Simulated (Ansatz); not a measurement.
Base system: SiO2 (space group P3_221, No. 154; a = 4.866 Å, c = 5.365 Å). Axes: x lies along a and z along c of the hexagonal cell.

Computed with LDA, PAW, 420 eV (Ansatz, a program for electronic structure; no SOC).

Before the change:

The band gap comes out as 5.83 eV.

One thing is altered: biaxial strain +0.75 %, plane normal [001], relaxed out of plane (Cartesian); in-plane vectors clamped, the third vector and the atoms free.

Question: Predict the new out-of-plane strain.

Answer: The out-of-plane strain amounts to -0.16 %.

Question: Predict the new in-plane stress.

Answer: The mean in-plane stress (compression positive) is -0.6 GPa.

Question: What happens to the band gap?

Answer: The band gap falls by 0.05 eV to 5.78 eV.

Gaps are read on the SCF mesh and a high-symmetry path. Stability against distortions was not tested.
